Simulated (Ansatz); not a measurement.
The reference is AlAs in the zinc blende structure (space group F-43m, No. 216; a = 5.6743 Å).

Levels (all Ansatz, a quantum-chemistry and plane-wave program, PAW, earlier PAW set): PBEsol (420 eV, no SOC); HSE06 (420 eV, without spin-orbit coupling); PBEsol+SOC (420 eV, noncollinear with spin-orbit coupling).

At the geometry relaxed with PBEsol, these levels gave the following band gaps, in shuffled order: (a) 1.34 eV, (b) 2.09 eV, (c) 1.25 eV.

Question: Match each gap to its level.

Answer: (a) PBEsol; (b) HSE06; (c) PBEsol+SOC.

Single points use the geometry relaxed with PBEsol. HSE06 gaps are upper bounds (no full band path). The spin-orbit shifts are approximate. Stability against distortions was not tested.
